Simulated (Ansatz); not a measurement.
Data:

```xyz
5
Lattice="6.1274 0.0000 0.0000 0.0000 6.1274 0.0000 0.0000 0.0000 6.1274" Properties=species:S:1:pos:R:3 pbc="T T T"
Cs     0.0000     3.0637     3.0637
Cs     3.0637     0.0000     3.0637
Cs     3.0637     3.0637     0.0000
Au     0.0000     0.0000     0.0000
S      3.0637     3.0637     3.0637
```

A single point on hypothetical anti-perovskite Cs3AuS with a change (pressure 3 GPa), its geometry relaxed with PBEsol.

All numbers come from PBEsol (Ansatz, a program for electronic structure; PAW; 420 eV plane waves; spin-orbit coupling included). Γ-centred 5×5×5 mesh, Fermi–Dirac width 0.05 eV.

**Question.** Predict the electron mass.

**Answer.** 0.30 mₑ along k, 0.49 mₑ across (at X).

**Question.** Estimate the pressure.

**Answer.** 2.96 GPa.

**Question.** What is the computed valence-band top at Γ (three highest Kramers pairs, from the VBM)?

**Answer.** 0.00, -0.05, -0.05 eV.

Single points use the geometry relaxed with PBEsol. The levels and masses belong to the bands next to the band gap. Load acts through the strain it causes; cell and atoms are relaxed under it. Masses are band curvatures over ±0.01 Å⁻¹ around the edge. Along k means along the line from Γ to the band edge. Whether these cells are dynamically stable was not tested. The cell was made from Cs₃AuS in the anti-perovskite structure (space group Pm-3m, No. 221; a hypothetical phase, not in the database extracts checked) by this change: pressure 3 GPa.
